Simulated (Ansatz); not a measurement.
The reference is GaN in the zinc blende structure (space group F-43m, No. 216; a = 4.498 Å). Axes: x, y, z lie along the cube axes.

The values are results of r2SCAN (Ansatz, a program for electronic structure, PAW, no SOC), not measurements.

Base values:

* **Electron mass**: 0.17 mₑ (at Γ)
* **Band gap**: 2.17 eV
* **Valence-band top at Γ**: 0.00, 0.00, 0.00 eV

It is then changed as follows: the cell is stretched by 3.00 % along z with no lateral relaxation; the atoms relax in the strained cell.

**Question.** What happens to the electron mass, band gap, valence-band top at Γ and energy relative to the base?

**Answer.** The electron mass becomes 0.16 mₑ (at Γ) (base: 0.17 mₑ (at Γ)); the band gap decreases by 0.25 eV (2.17 eV → 1.92 eV); the valence-band top at Γ (three highest levels, from the VBM) goes from 0.00, 0.00, 0.00 eV to 0.00, 0.00, -0.14 eV; the energy rises by 8.9 meV/atom.

Masses are band curvatures over ±0.01 Å⁻¹ around the edge. No phonon test of stability was made. This is not the structure that GaN has at room temperature and ambient pressure.
